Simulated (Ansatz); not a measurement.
**Hypothetical I4_132 Si: pressure −1 GPa**

Consider Si (space group I4_132, No. 214; a = 6.395 Å; a hypothetical phase, not in the database extracts checked).

The change: hydrostatic tension (pressure −1 GPa).

Calculations: DFT with PBEsol, PAW potentials and a 420 eV plane-wave cutoff in Ansatz (a quantum-chemistry and plane-wave program), no spin-orbit coupling. Settings: 10×10×10 k-points, 0.05 eV Fermi–Dirac smearing.

| quantity | base | changed | shift |
|---|---|---|---|
| volume per atom | 32.69 Å³ | 33.45 Å³ | +0.76 Å³ |
| density | 1.43 g/cm³ | 1.39 g/cm³ | -0.032 g/cm³ |
| lattice parameter a | 6.395 Å | 6.444 Å | +0.049 Å |
| enthalpy H = E + PV relative to the base's energy | – | -0.21 eV/atom | – |
| band gap | zero | zero | – |

Final structure:

```yaml
crystal:
  lattice:
    - [-3.22212, 3.22212, 3.22212]
    - [3.22212, -3.22212, 3.22212]
    - [3.22212, 3.22212, -3.22212]
  atoms:
    - { symbol: Si, position: [0.00000, 0.25000, 0.50000] }
    - { symbol: Si, position: [0.25000, 0.50000, 0.00000] }
    - { symbol: Si, position: [0.50000, 0.00000, 0.25000] }
    - { symbol: Si, position: [0.25000, 0.25000, 0.25000] }
```

Load acts through the strain it causes; cell and atoms are relaxed under it. Whether these cells are dynamically stable was not tested.
